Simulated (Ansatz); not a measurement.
# AlN: pressure series

Take AlN in the wurtzite structure (space group P6_3mc, No. 186) as the base.

Space group P6₃mc (No. 186); a = 3.1298 Å, b = 3.1298 Å, c = 5.0173 Å, α = 90.00°, β = 90.00°, γ = 120.00°

```json
[
 {"atom": "Al", "site": "2b", "symmetry": "3m.", "x": "0.6667", "y": "0.3333", "z": "0.0034"},
 {"atom": "N", "site": "2b", "symmetry": "3m.", "x": "0.3333", "y": "0.6667", "z": "0.1218"}
]
```

Cell and atoms are relaxed at each pressure.

The values are results of plane-wave PAW DFT at the PBE level (Ansatz, an electronic-structure program, 420 eV), scalar-relativistic without spin-orbit coupling, earlier PAW set, not measurements.

Notes on the quantities. enthalpy: H = E + PV relative to the base's energy.

```
case                    enthalpy  band gap  lattice parameter a  width of the top valence band
-----------------  -------------  --------  -------------------  -----------------------------
base                           –   4.04 eV              3.130 Å                        2.34 eV
pressure −2 GPa    -0.13 eV/atom   3.95 eV              3.140 Å                        2.32 eV
pressure −1 GPa    -0.07 eV/atom   3.99 eV              3.135 Å                        2.33 eV
pressure 0.9 GPa   +0.06 eV/atom   4.08 eV              3.125 Å                        2.35 eV
pressure 2.1 GPa   +0.14 eV/atom   4.13 eV              3.119 Å                        2.36 eV
pressure 4.5 GPa   +0.30 eV/atom   4.22 eV              3.108 Å                        2.38 eV
pressure 9 GPa     +0.58 eV/atom   4.39 eV              3.088 Å                        2.43 eV
pressure 15 GPa    +0.96 eV/atom   4.60 eV              3.065 Å                        2.48 eV
pressure 22.5 GPa  +1.42 eV/atom   4.84 eV              3.038 Å                        2.55 eV
pressure 30 GPa    +1.87 eV/atom   5.06 eV              3.015 Å                        2.61 eV
```

Load acts through the strain it causes; cell and atoms are relaxed under it. No phonon test of stability was made. Measured, AlN leaves this structure (for rock salt) near 14 GPa (temperature not stated; as listed in Datta, Sujoy, Jana, Debnarayan, arXiv (2020)), on rising pressure, with hysteresis.
